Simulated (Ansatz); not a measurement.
The structure below was relaxed with PBEsol/PAW in Ansatz (a first-principles code), spin-orbit coupling left out.

Space group P-3m1 (No. 164); a = b = 3.994 Å, c = 9.869 Å, α = β = 90.00°, γ = 120.00°

```tsv
atom	site	symmetry	x	y	z
Ba	1a	-3m.	0.0000	0.0000	0.0000
Ca	2d	3m.	0.6667	0.3333	0.3436
```

Problem. Write out a cell with all atoms.

Solution. 
```xyz
3
Lattice="3.9937 0.0000 0.0000 -1.9968 3.4586 0.0000 0.0000 0.0000 9.8693" Properties=species:S:1:pos:R:3 pbc="T T T"
Ba     0.0000     0.0000     0.0000
Ca     0.0000     2.3057     6.4785
Ca     1.9968     1.1529     3.3909
```
This is the conventional cell.

Each cell is one ordered arrangement of few atoms, which overstates ordering effects compared with a random alloy. Stability against distortions was not tested. The cell was made from Ca by this change: x(Ba) = 0.333, 3 atoms, P-3m1.
